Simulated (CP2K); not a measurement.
## How a calculation on Ag3Cl (P1, 8 atoms in the cell) responds to its settings

```yaml
crystal:
  lattice:
    - [6.27020, 0.00000, 0.00000]
    - [-3.13510, 5.43015, 0.00000]
    - [0.00000, 0.00000, 4.77310]
  atoms:
    - { symbol: Ag, position: [0.30417, 0.14649, 0.74342] }
    - { symbol: Ag, position: [0.68732, 0.84595, 0.25240] }
    - { symbol: Ag, position: [0.15549, 0.30309, 0.25623] }
    - { symbol: Ag, position: [0.84601, 0.69386, 0.73712] }
    - { symbol: Ag, position: [0.84834, 0.16031, 0.75921] }
    - { symbol: Ag, position: [0.16147, 0.84998, 0.24790] }
    - { symbol: Cl, position: [0.66463, 0.34063, 0.24641] }
    - { symbol: Cl, position: [0.33258, 0.65970, 0.75731] }
```

Base run A: PBEsol, GPW, DZVP-MOLOPT-SR-GTH basis, GTH-PBE potentials (GTH_POTENTIALS) (CP2K 2026.2), self-consistent single point.

Its settings: CUTOFF = 500 Ry; REL_CUTOFF = 60 Ry; SMEAR/METHOD = GAUSSIAN; SIGMA = 0.1 eV; KPOINTS/SCHEME = MONKHORST-PACK 3 3 4; GAMMA_CENTERED = T; XC_FUNCTIONAL = PBE:PBESOL; Ag/BASIS_SET = DZVP-MOLOPT-SR-GTH; Ag/POTENTIAL = GTH-PBE-q11; Cl/BASIS_SET = DZVP-MOLOPT-SR-GTH; Cl/POTENTIAL = GTH-PBE-q7; METHOD = GPW; EPS_DEFAULT = 1e-10; NGRIDS = 5; SCF_GUESS = ATOMIC; EPS_SCF = 1e-06; MAX_SCF = 100; ADDED_MOS = 14; MIXING/METHOD = BROYDEN_MIXING; MIXING/ALPHA = 0.3.

The starting cell comes from a database of computed structures (which also holds hypothetical and non-ambient phases and stackings), without a prior relaxation at this level. Its atoms were displaced at random from the sites of space group no. 194. Values carry the incompleteness of an atom-centred basis. The potentials were made for another functional than the one used. In the base run, with a pressure of about -4 GPa the cell is away from its equilibrium volume at this level. The run gives no clean gap (levels at the Fermi energy touch, overlap or are partly filled at this smearing), which alone does not show that the compound is a metal. Without a gap this mesh is coarse (it stands for a supercell whose shortest vector is 19 Å).

ΔF is the free energy per atom less that of run A. 

Run A gave: pressure (GPa) -4.48; largest force (eV/Å) 0.155; TS (meV/atom) 1.1.

Runs:
- B: SIGMA = 0.002 eV
- C: SIGMA = 0.01 eV
- D: SIGMA = 0.025 eV
- E: SIGMA = 0.05 eV
- F: SIGMA = 0.15 eV
- G: SIGMA = 0.2 eV
- H: SIGMA = 0.3 eV
- I: SIGMA = 0.5 eV
- J: SIGMA = 0.8 eV

**Question.** What does run I change against A?

**Answer.** The free energy drops by 11.5 meV/atom, the pressure hardly changes (-4.48 to -4.52 GPa) and the largest force goes from 0.155 to 0.162 eV/Å.

**Question.** What does run J change against A?

**Answer.** The free energy falls by 31.7 meV/atom, the pressure stays near -4.47 GPa while the zz stress (positive for compression) goes from -5.30 to -4.99 GPa and the largest force goes from 0.155 to 0.170 eV/Å.

**Question.** What does run H change against A?

**Answer.** The free energy drops by 3.8 meV/atom, the pressure hardly changes (-4.48 to -4.52 GPa) and the largest force moves little (0.155 to 0.156 eV/Å).

```csv
run,ΔF (meV/atom),pressure (GPa),largest force (eV/Å),TS (meV/atom)
A,0.00,-4.48,0.155,1.1
B,0.74,-4.48,0.158,0.0
C,0.70,-4.48,0.156,0.1
D,0.60,-4.48,0.155,0.2
E,0.45,-4.48,0.155,0.3
F,-0.69,-4.50,0.156,2.4
G,-1.55,-4.51,0.156,3.8
H,-3.8,-4.52,0.156,8.1
I,-11.5,-4.52,0.162,25.1
J,-31.7,-4.47,0.170,67.3
```
